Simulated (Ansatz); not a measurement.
The reference is Te (space group P3_121, No. 152; a = 4.624 Å, c = 5.904 Å; made of chains).

The other end (x = 1) is Se (space group P3_121, No. 152; made of chains): 29.24 Å³/atom, gap 1.33 eV.

Calculations: r2SCAN (Ansatz, a quantum-chemistry and plane-wave program, PAW, spin-orbit coupling left out), earlier PAW set.

Se replaces a fraction x of Te; each row is one arrangement (x, atoms in the cell, starting space group or random), fully relaxed.

One change was made to it. Results:

| quantity | base | after |
|---|---|---|
| band gap | 0.54 eV | 0.90 eV |
| mixing energy | – | -13 meV/atom |
| gap character (in this cell's own zone, which can be folded) | – | indirect, M–K (60 % along) → A |
| deviation of the volume from the linear (Vegard-type) interpolation | – | -1.0 % |

Question: Which of these changes matches the shifts?
(A) x(Se) = 0.167, 6 atoms, P1
(B) x(Se) = 0.5, 6 atoms, P3_221
(C) x(Se) = 0.667, 6 atoms, P1
(D) x(Se) = 0.5, 6 atoms, C2

Answer: B, x(Se) = 0.5, 6 atoms, P3_221. For comparison, the mixing energy in the other runs: x(Se) = 0.667, 6 atoms, P1 gives -1 meV/atom; x(Se) = 0.5, 6 atoms, C2 gives -2 meV/atom; x(Se) = 0.167, 6 atoms, P1 gives -1 meV/atom.

These are small ordered cells, not random alloys; other orderings at the same x differ. Spin-orbit coupling, missing from the scalar runs, can matter with Te. No phonon test of stability was made. No dispersion term is included, though the crystal is made of layers, chains or molecules, so its spacings can come out too wide. Labels are those of the standard path for the cell's own space group.
